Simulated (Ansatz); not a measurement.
## A computed series for CdS: response to strain

The parent structure is CdS in the wurtzite structure (space group P6_3mc, No. 186).

```xyz
4
Lattice="4.1244 0.0000 0.0000 -2.0622 3.5718 0.0000 0.0000 0.0000 6.7082" Properties=species:S:1:pos:R:3 pbc="T T T"
Cd     0.0000     2.3812     0.0011
Cd     2.0622     1.1906     3.3552
S      0.0000     2.3812     2.5278
S      2.0622     1.1906     5.8819
```

Cartesian axes are those of the cell as printed.

Strains are applied to the cell and any free atomic positions relax; under biaxial strain the out-of-plane vector relaxes too.

The values are results of PBEsol in Ansatz (plane waves to 420 eV, PAW, scalar-relativistic without spin-orbit coupling), not measurements.

```tsv
biaxial strain, plane normal [001], relaxed out of plane (%)	out-of-plane strain (%)
0	0.00
0.6	-0.56
1.2	-1.13
1.8	-1.71
2.4	?
3	-2.88
```

Question: Fit ε⊥ = −νε + γε² (strains in %) to the rows shown and predict the withheld row.

Answer: Least squares on the printed values gives ν = 0.93 (the biaxial Poisson response) and γ = -0.010 (largest residual 0.00 %); this predicts -2.29 %, and the run gives -2.29 %, in agreement.

Whether these cells are dynamically stable was not tested.

Ansatz is a first-principles code.
